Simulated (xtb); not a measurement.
xtb 6.7.1, GFN2-xTB: O=S(=O)([OH2+])C(F)(F)F, charge +1, multiplicity 1, 10 atoms. The geometry is a generated start, not checked to be a minimum at this level.

```
Quantity                   Value
-----------------  -------------
run flags                 --grad
method                  GFN2-xTB
--acc                1 (default)
--etemp (K)        300 (default)
basis functions               40
valence electrons             50
```

```xyz
10

O     -0.8550    -1.5302     0.9174
S     -0.3883    -0.2177     0.8076
O     -0.7800     0.8678     1.5968
O     -1.1530     0.2870    -0.8872
C      1.3679    -0.0655     0.0812
F      2.2227    -0.3602     1.0109
F      1.4689     1.1706    -0.3220
F      1.4023    -0.9072    -0.9152
H     -1.6749    -0.3991    -1.3572
H     -1.6106     1.1544    -0.9324
```

Charge 1 and multiplicity 1 are set for this test and not shown to be the ground state.

One run each on 1 thread. Values of broydamp tried: 0.02, 0.05, 0.1, 0.2, 0.4 (default), 0.6, 0.8, 1.

Question: Predict the course of the SCC iterations along this series.

Answer: Fewest SCC iterations, within one of each other: 0.4 (default) with 11, 0.6 with 12, 0.8 with 12, 1 with 12. The count rises to 20 at 0.02. All converge to one solution.

| broydamp | SCC iterations | end |
|---|---|---|
| 0.02 | 20 | same solution |
| 0.05 | 17 | same solution |
| 0.1 | 16 | same solution |
| 0.2 | 14 | same solution |
| 0.4 (default) | 11 | same solution |
| 0.6 | 12 | same solution |
| 0.8 | 12 | same solution |
| 1 | 12 | same solution |
